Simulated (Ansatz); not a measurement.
Worked example: self-consistent single point of CaZrN₂ (R3m, 4 atoms in the cell) in Ansatz (a quantum-chemistry and plane-wave program).

Method of the run: LDA (PW92), default PAW files made with PBE (plane waves; Ansatz).

```yaml
crystal:
  lattice:
    - [1.64881, 0.95194, 5.57866]
    - [-1.64881, 0.95194, 5.57866]
    - [0.00000, -1.90388, 5.57866]
  atoms:
    - { symbol: Ca, position: [0.00299, 0.00299, 0.00299] }
    - { symbol: Zr, position: [0.50000, 0.50000, 0.50000] }
    - { symbol: N, position: [0.23812, 0.23812, 0.23812] }
    - { symbol: N, position: [0.76188, 0.76188, 0.76188] }
```

Reference input (self-consistent single point, DFT, LDA (PW92), plane waves, default PAW files made with PBE): basis.ecutwfc = 420 eV; kpoints.mp_grid.grid = 9 9 9; hamiltonian.xc = lda; hamiltonian.pseudopotentials = {kind: paw} (the program's default PAW files); scf.occupations.method = fermi_dirac; scf.occupations.width = 0.02 eV. This run's input differs from it in these lines:

Ansatz 0.2 input:
```diff
@@ -14,3 +14,3 @@
 kpoints:
-  mp_grid: { grid: [9, 9, 9] }
+  mp_grid: { grid: [23, 23, 23] }
 hamiltonian:
```

Log, with long lists cut:

```
SCF iter   1: F=—  HF=-6604.739876 eV  |F-HF|=—  |Δ(HF+E_count)|=         —  Δρ=1.20e-2  dr2=8.80e-2  ethr=1.77e-3  ⟨swp⟩=7.2  Hψ=134453  notcnv=0
all-band conjugate gradients solve this SCF's bands
preconditioner: auto → none
SCF iter   2: F=—  HF=-6604.719204 eV  |F-HF|=—  |Δ(HF+E_count)|=   2.07e-2  Δρ=3.39e-3  dr2=6.41e-3  ethr=2.75e-4  ⟨swp⟩=2.0  Hψ=42959  notcnv=0
SCF iter   3: F=—  HF=-6604.717970 eV  |F-HF|=—  |Δ(HF+E_count)|=   1.23e-3  Δρ=1.61e-3  dr2=2.07e-3  ethr=2.00e-5  ⟨swp⟩=2.3  Hψ=40001  notcnv=0
SCF iter   4: F=—  HF=-6604.717502 eV  |F-HF|=—  |Δ(HF+E_count)|=   4.68e-4  Δρ=7.26e-4  dr2=1.04e-4  ethr=6.48e-6  ⟨swp⟩=2.0  Hψ=34367  notcnv=0
SCF iter   5: F=—  HF=-6604.717481 eV  |F-HF|=—  |Δ(HF+E_count)|=   2.10e-5  Δρ=1.10e-4  dr2=3.27e-6  ethr=3.26e-7  ⟨swp⟩=2.0  Hψ=30365  notcnv=0
SCF iter   6: F=—  HF=-6604.717482 eV  |F-HF|=—  |Δ(HF+E_count)|=   1.12e-6  Δρ=1.54e-5  dr2=7.67e-8  ethr=3.13e-10  ⟨swp⟩=3.0  Hψ=94283  notcnv=0
SCF iter   7: F=-6604.717482 eV  HF=-6604.717482 eV  |F-HF|=4.61e-9  |Δ(HF+E_count)|=   5.29e-9  Δρ=4.17e-6  dr2=9.23e-9  ethr=2.40e-10  ⟨swp⟩=2.1  Hψ=81894  notcnv=0
SCF 1 converged in 7 iterations: F = -6604.717482 eV  dr2 = 9.23e-9
Free energy (F): -6604.717482 eV
Internal energy: -6604.717482 eV  (E = F + TS)
E sigma→0 (E₀):  -6604.717482 eV
Entropy (-TS):   -0.000000 eV (-0.000 meV/atom)
Fermi energy:    11.971544 eV
--- Forces (eV/Å), atoms counted from 1 ---
  atom   1  Ca     0.00000000     0.00000003    -0.56911784
  atom   2  Zr    -0.00000000    -0.00000004     0.62454247
  atom   3  N      0.00000000     0.00000000    -0.04552146
  atom   4  N     -0.00000000     0.00000000    -0.00986274
--- Stress (GPa, compression-positive) ---
       -6.079698       0.000000      -0.000000
        0.000000      -6.079698       0.000000
       -0.000000       0.000000      -6.103487
  P = ⅓ Tr σ = -6.0876 GPa (-60.876 kbar)
  The stress holds the Pulay correction. Without it, at fixed plane waves, as pw.x and ABINIT print it: P = -6.5346 GPa
```

The run converged in 7 iterations. Against the reference run the free energy hardly moves (within 1 meV/atom), the pressure moves little (-6.08 to -6.09 GPa), the largest force hardly changes (0.626 to 0.625 eV/Å) and the gap on the mesh goes from 0.428 to 0.381 eV.

The starting cell comes from a database of computed structures (which also holds hypothetical and non-ambient phases and stackings), without a prior relaxation at this level. Its lattice was rescaled by up to half a per cent. One atom was moved a little off its site on purpose. With a pressure of about -6 GPa the cell is away from its equilibrium volume at this level. Ansatz's pressure includes its estimate of the finite-basis (Pulay) stress.

Cost on one core of a shared machine: roughly 80 s.
